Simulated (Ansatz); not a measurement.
Consider the energy of the reaction as written. Reaction: cell B → cell A. The sign is products less reactants.

Cell A: a sheet of composition Al2, 2 atoms, hexagonal cell of 2.75 Å (6.5 Å²), symmetry P-3m1, 2.5 Å thick under 14 Å of vacuum, in-plane vectors relaxed; planes from bottom to top: Al × 2; a model cell; spin state with PBE: run without spin, k-point mesh 18×18×1.
```
Al
1.0
    2.74565     0.00000     0.00000
   -1.37283     2.37780     0.00000
    0.00000     0.00000    16.90209
Al
2
Direct
  0.33333   0.66667   0.57289
  0.66667   0.33333   0.42711
```

Cell B: a sheet of composition Al2, 2 atoms, hexagonal cell of 4.47 Å (17.3 Å²), symmetry P6/mmm, 0.0 Å thick under 16 Å of vacuum, in-plane vectors relaxed; planes from bottom to top: Al2, all atoms in one plane; a model cell; spin state with PBE: run without spin, k-point mesh 18×18×1.
```
Al
1.0
    4.47249     0.00000     0.00000
   -2.23625     3.87329     0.00000
    0.00000     0.00000    16.00000
Al
2
Cartesian
  0.00000   2.58220   8.00000
  2.23625   1.29110   8.00000
```

All numbers come from Ansatz (an electronic-structure program), plane waves with PAW, its PAW set soft_1, cutoff 420 eV, 500 eV for r2SCAN. The structures are at rest with PBE; other levels are single points on them. Neutral cells; Fermi-Dirac smearing of at most 0.10 eV in the solids, energies taken to zero width. The lattices are those relaxed with PBE, so at other levels the solids can be strained, which adds to the spread. A dispersion term (D3(BJ), or D4 for r2SCAN) was computed beside these levels and is taken off wherever the name lacks it. No zero-point or thermal terms. The cells' k-point meshes differ in density, so the last digit is unsettled. Cell A has symmetry P-3m1 and got no random move, so less symmetric positions, which may lie lower, weren't tried. Cell B has symmetry P6/mmm and got no random move, so less symmetric positions, which may lie lower, weren't tried.

Problem. Give the value at the level r2SCAN.

Solution. -1.89 eV, for cell B → cell A.

Problem. List the value at the remaining levels and say how far they part.

Solution. 
```tsv
Level	value (eV)	less r2SCAN
PBE	-1.73	0.16
```

The levels span 0.16 eV, from r2SCAN (-1.89) to PBE (-1.73).
